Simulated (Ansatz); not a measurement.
Be under a change: isotropic strain +2.50 %

Base system: Be in the hcp (Mg type) structure (space group P6_3/mmc, No. 194; a = 2.263 Å, c = 3.566 Å; relaxed with 0.1 eV smearing).

One thing is altered: the cell is scaled by 1.0250 in all directions, atoms relaxed at fixed cell.

Computed with PBE (Ansatz, a program for electronic structure), no SOC. Γ-centred 29×29×16 mesh, Fermi–Dirac width 0.1 eV.

| quantity | base | changed | shift |
|---|---|---|---|
| volume per atom | 7.91 Å³ | 8.51 Å³ | +0.608 Å³ |
| shortest interatomic distance | 2.211 Å | 2.266 Å | +0.055 Å |
| energy relative to the base (free energy F) | 0 meV/atom | +16 meV/atom | +16 meV/atom |
| band gap | zero | zero | – |

Cost of the whole job for the changed cell (relaxation, final SCF and bands): roughly 10 core-seconds.

Stability against distortions was not tested.
